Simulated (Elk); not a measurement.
A working Elk input for InO (P-6m2, 4 atoms in the cell) (DFT, LDA (PW92), all-electron FP-LAPW, Elk's shipped species files, default APW+lo basis):

```
tasks
  0

rmtscf
  0.86

stype
  0

swidth
  0.000367493

maxscl
  100

avec
    6.5257248501   -0.0000004177    0.0000000000
   -3.2628620633    5.6514437072    0.0000000000
    0.0000000000    0.0000000000   30.0003697682

sppath
  'species/'

atoms
  2
  'In.in'
  2
  0.6666666667  0.3333333333  0.5900200000    0.0 0.0 0.0
  0.6666666667  0.3333333333  0.4099800000    0.0 0.0 0.0
  'O.in'
  2
  0.0000000000  0.0000000000  0.6398700000    0.0 0.0 0.0
  0.0000000000  0.0000000000  0.3601300000    0.0 0.0 0.0

ngridk
  5 5 1
```

The run converged in 17 iterations: total energy -323973.2647 eV; top of the valence band (on the code's own zero) -2.22 eV; gap on the k-point mesh 0.33 eV. Each of these slips is then made, one at a time:

(1)
```diff
+
+xctype
+  6
```

(2)
```diff
-  'species/'
+  'species'
```

Q: What happens in each case?

A: 
(1) A value outside the range that the key allows. The program stopped before any SCF iteration, with the message: Error(getxcdata): xctype not defined : 6.

(2) A potential or basis that cannot be found. The program stopped before any SCF iteration, with the message: Error(readspecies): error opening species file speciesIn.in.

The starting cell comes from a database of computed structures (which also holds hypothetical and non-ambient phases and stackings), without a prior relaxation at this level. Its lattice was rescaled by a random factor within 2.5 % of one. Values depend on the basis (sphere radii, cutoffs, local orbitals), which need not be converged.

Left out of this page: 2 runs of the series outside the window shown, repeating another row's setting, or not comparable; 1 run of the series stopped by limits of time or memory.
